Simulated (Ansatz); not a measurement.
Amorphous In₉Ga₉Zn₉O₃₅F₂, 64 atoms at 5.72 g/cm³, one PBE-relaxed geometry, zone centre. Methods: PBE, scalar-relativistic without spin-orbit coupling (Ansatz, a program for electronic structure); r2SCAN, scalar-relativistic without spin-orbit coupling (Ansatz); HSE06, scalar-relativistic without spin-orbit coupling (Ansatz). Plane waves to 420 eV (r2SCAN 500 eV); exact exchange is cut at the cell's faces. At PBE the levels at the filled edge of the gap are localised (band-tail or defect states), and the nearest spread-out levels lie 0.9 eV apart at the zone centre. All rungs ran without spin polarisation.

It comes from a melt-quench run on a machine-learned potential (CHGNet), relaxed afterwards by DFT. O and F atoms were pushed apart under 1.9 Å during the dynamics, to hinder bonds among them. The hot cell started wider than the set density and was brought back towards it in steps. It is the lowest in DFT energy of 2 quenches. It is a model cell: composition and starting density were chosen by hand, and all elements were melted together. No dispersion term was used. Its density started from a set value of 5.84 and ended at 5.72 g/cm³. The simulated quench (nominally 260 K/ps over its main leg) is rapid and tends to freeze in more defects than a deposited or slowly cooled glass has. A cell of this size samples the disorder only roughly. The volume was free in the relaxation, at fixed shape. Stress components on the final sampling reach 1.6 GPa.

The relaxation ran on the zone centre alone. At PBE the level gap is 0.58 eV on a 2×2×2 Γ-centred mesh, and the spacing at the zone centre alone 0.59 eV.

Problem. What zone-centre spacing does r2SCAN give, roughly?

Solution. 1.03 eV (+0.44 eV against PBE).

Problem. What zone-centre spacing does HSE06 give, roughly?

Solution. 2.13 eV (+1.54 eV against PBE).

The highest filled and the lowest empty state spread over these numbers of atoms (participation numbers): PBE: 9.4 and 57.5; r2SCAN: 8.6 and 56.7; HSE06: 6.4 and 56.2.
